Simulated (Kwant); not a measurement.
Device: normal lead on a InAs wire with induced superconductivity. Mass 0.023 mₑ, grid 10 nm, pairing Δ = 0.2 meV, chemical potential 0.16 meV in the wire and 4 meV in the lead, Rashba 0.065 eV nm, Zeeman energy 0.063 meV along the wire, barrier 12 meV × 10 nm; the superconducting wire is semi-infinite.

Constants are typed, rounded textbook-type inputs, not results; the design itself was drawn at random and stands for no fabricated device.

Kwant, Bogoliubov-de Gennes tight-binding model of one subband, both spins, coherent transport at 0 K. Conductance is in e²/h.

Problem. Does the wire meet the condition for a Majorana end state, and what zero-bias conductance follows?

Solution. √(Δ² + μ²) = 0.256 meV against a Zeeman energy of 0.0630 meV: the condition is not met, so no quantised peak is due. Simulated G(0) = 0.17 e²/h.
